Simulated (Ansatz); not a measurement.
System: N vacancy in wurtzite AlN with all lengths changed by -1 % (charge state +1). The step: one N atom jumps into the vacancy from a nearby N site; the atom moves 3.02 Å along (0.33, -0.33, -0.49) of the unit cell; the moving atom starts with neighbours 2 Al at 1.88, 2 Al at 1.90 Å and ends with Al at 1.86, 2 Al at 1.89, Al at 1.92 Å. DFT values are from Ansatz (plane-wave PAW, 420 eV unless said) in a cell of 72 host sites, spin-restricted, static, with no finite-size correction. The charge state is imposed; whether it is stable for some Fermi level was not computed. Forms of the defect that were not tried may lie lower. For the PBE band: the saddle point's order was not checked, and it lies on a symmetry element of the cell, where a band can be held.

| Level | Forward barrier (eV) | Cost of the band or of the saddle's single point |
|---|---|---|
| CHGNet universal potential (has no charge state), its own band | 2.44 | - |
| PBE, a 2×2×2 k-point mesh shifted by half a step along c, band relaxed | 4.56 | roughly 30 core-minutes |

Ansatz is a program for electronic structure.
